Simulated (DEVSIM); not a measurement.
System: Pd/SiO2/n-Ge capacitor, at 400 K.

Layer 1 from the left is SiO2, thickness (nm) 1.90. Layer 2 from the left is Ge, thickness (nm) 4200, Nd (cm⁻³) 2e16.

Metal gate on the left, work function 5.2 eV. Fixed charge at the semiconductor interface 0 cm⁻² (in units of +e); no interface traps.

Constants are typed, rounded textbook-type inputs, not results; the design itself was drawn at random and stands for no fabricated device. Values at 300 K; Nc and Nv go as T^1.5, mobilities as T to minus their exponent, the gap by Varshni's rule with the affinity fixed.

SiO2: gap (eV) 9, affinity (eV) 0.9, permittivity 3.9. Ge: gap (eV) 0.664, affinity (eV) 4, permittivity 16, Nc (cm⁻³) 1.04e19, Nv (cm⁻³) 6e18, Varshni α (eV/K) 0.000477, Varshni β (K) 235.

Model (solved in DEVSIM): 1D Poisson equation in equilibrium, Boltzmann statistics, complete ionisation; no quantum confinement or tunnelling. Metal contacts follow the ideal Schottky-Mott rule: no Fermi-level pinning, no interface dipoles.

Q: What does the simulation give for the flat-band voltage, the threshold voltage (band bending 2φF), the minimum of the low-frequency capacitance?

A: flat-band voltage 0.97 V; threshold voltage (band bending 2φF) 0.76 V; minimum of the low-frequency capacitance 0.166 μF/cm².
